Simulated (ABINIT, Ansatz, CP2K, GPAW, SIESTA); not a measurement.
One structure in several programs: NaF (Fm-3m, 2 atoms in the cell)

Band-structure calculation.

```xyz
2
Lattice="0.0000 2.3150 2.3150 2.3150 0.0000 2.3150 2.3150 2.3150 0.0000" Properties=species:S:1:pos:R:3 pbc="T T T"
Na     0.0000     0.0000     0.0000
F      2.3150     2.3150     2.3150
```

Shared settings, as Ansatz (a quantum-chemistry and plane-wave program) writes them: kpoints.mp_grid.grid = 6 6 6; scf.occupations.method = fermi_dirac; scf.occupations.width = 0.05 eV. Potentials and cutoffs stand in the table.

| code | model | gap along the path (eV) | smallest direct gap (eV) | cutoff |
|---|---|---|---|---|
| Ansatz | PBE, default PAW files | 6.33 | 6.33 | 420 eV |
| ABINIT | PBE, norm-conserving pseudopotentials (PseudoDojo nc-sr-05 PBE standard) | 6.35 | 6.35 | 44 Ha |
| CP2K | PBE, GPW, DZVP-MOLOPT-SR-GTH basis, GTH-PBE potentials (GTH_POTENTIALS) | 6.44 | 6.44 | grid 950 Ry |
| SIESTA | GGA PBE, numerical atomic orbitals DZP, PseudoDojo PBE standard norm-conserving potentials (rewritten from UPF to PSML) | 6.17 | 6.17 | grid 300 Ry |
| GPAW | PBE, GPAW PAW datasets PBE (gpaw-data 1.0.1) | 6.34 | 6.34 | 900 eV |

The spread over the programs that give each value: gap along the path within 0.27 eV; smallest direct gap within 0.27 eV.

CP2K and SIESTA use small atom-centred bases, whose incompleteness enters pressures, forces and empty levels differently from a plane-wave cutoff.

In the gap along the path, SIESTA stands apart from the plane-wave programs.

The starting cell has typed, rounded lattice constants, without a prior relaxation at this level.

Left out of this page: Quantum ESPRESSO and FLEUR (not drawn, or without a comparable value).

Keys are those of Ansatz 0.2.
